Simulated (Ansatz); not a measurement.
**Short convergence ladders for a (110) slab of CaHN (cut from a parent of space group no. 107; 12 atoms in the cell)**

```
CaHN
1.0
    3.76805     0.00000     0.00000
   -3.28360     3.73678     0.00000
    0.00000     0.00000    21.46171
Ca H N
4 4 4
Direct
  0.89656   0.94828   0.32616
  0.89656   0.44828   0.44205
  0.89656   0.94828   0.55795
  0.89656   0.44828   0.67384
  0.72012   0.36006   0.32616
  0.72012   0.86006   0.44205
  0.72012   0.36006   0.55795
  0.72012   0.86006   0.67384
  0.08330   0.54165   0.32616
  0.08330   0.04165   0.44205
  0.08330   0.54165   0.55795
  0.08330   0.04165   0.67384
```

Base method: LDA (PW92), default PAW files made with PBE (plane waves; Ansatz, a program for electronic structure).

Base settings: basis.ecutwfc = 30.9 Ry; kpoints.mp_grid.grid = 8 8 1; hamiltonian.xc = lda; hamiltonian.pseudopotentials = {kind: paw} (the program's default PAW files); scf.occupations.method = fermi_dirac; scf.occupations.width = 0.0037 Ry.

The count of work is k-points × plane waves × bands × iterations; it is no time. 

**The vacuum**

The mesh stays at the base's, so the ladder's end is converged at best in this setting alone.

Only quantities that move along the ladder and can be compared are tabulated.

```csv
vacuum between outermost atoms (Å),free energy less the last step's (meV/atom),largest difference of a force vector from the last step's (eV/Å),gap on the mesh (eV),count of work / last
3.0,-78.77,0.691,1.978,0.24
4.0,-21.72,0.294,1.795,0.31
5.0,-4.60,0.076,1.725,0.33
6.0,-0.75,0.013,1.791,0.40
7.0,-0.02,0.003,1.887,0.39
8.0,0.05,0.001,1.961,0.41
10.0,0.02,0.000,2.029,0.47
12.0,0.02,0.000,2.046,0.52
14.0,0.01,0.000,2.050,0.57
17.0,0.01,0.000,2.051,0.65
20.0,0.02,0.000,2.051,0.74
25.0,0.02,0.001,2.051,0.87
30.0,0.00,0.000,2.051,1.0
```

Smallest vacuum between outermost atoms (Å) that holds the free energy within 0.5 meV/atom of the last step, with all finer ones: 7.0, at 0.39 of the last step's count of work; the step before is off by 0.75 meV/atom.

Smallest vacuum between outermost atoms (Å) that holds the gap on the mesh within 0.02 eV of the last step, with all finer ones: 12.0; the step before is off by 0.023 eV.

Smallest vacuum between outermost atoms (Å) that holds the forces within 0.02 eV/Å of the last step, with all finer ones: 6.0, at 0.40 of the last step's count of work; the step before is off by 0.076 eV/Å.

**The plane-wave cutoff**

The mesh stays at the base's, so the ladder's end is converged at best in this setting alone.

Only quantities that move along the ladder and can be compared are tabulated.

```tsv
basis.ecutwfc	free energy less the last step's (meV/atom)	largest difference of a force vector from the last step's (eV/Å)	gap on the mesh (eV)	count of work / last
15.4 Ry	1373.48	0.387	1.785	0.14
18.4 Ry	460.12	0.075	1.982	0.16
21.7 Ry	141.46	0.086	2.020	0.21
26.1 Ry	26.65	0.043	2.048	0.28
30.9 Ry	3.62	0.014	2.050	0.36
37.1 Ry	0.56	0.005	2.051	0.47
46.3 Ry	0.18	0.002	2.051	0.66
61.7 Ry	0.00	0.000	2.051	1.0
```

Coarsest basis.ecutwfc that holds the free energy within 5 meV/atom of the last step, with all finer ones: 30.9 Ry, at 0.36 of the last step's count of work; the step before is off by 27 meV/atom.

Coarsest basis.ecutwfc that holds the forces within 0.02 eV/Å of the last step, with all finer ones: 30.9 Ry, at 0.36 of the last step's count of work; the step before is off by 0.043 eV/Å.

Coarsest basis.ecutwfc that holds the gap on the mesh within 0.01 eV of the last step, with all finer ones: 26.1 Ry, at 0.28 of the last step's count of work; the step before is off by 0.030 eV.

On the base run: the starting cell comes from a database of computed structures (which also holds hypothetical and non-ambient phases and stackings), without a prior relaxation at this level. The slab is cut from that crystal, and its faces are unrelaxed. Its lattice was rescaled by up to half a per cent. Spin polarisation is off, though cut faces can carry moments; a gap of a slab can lie between surface states. In the base run, forces exceed 1 eV/Å.

Keys are those of Ansatz 0.2.
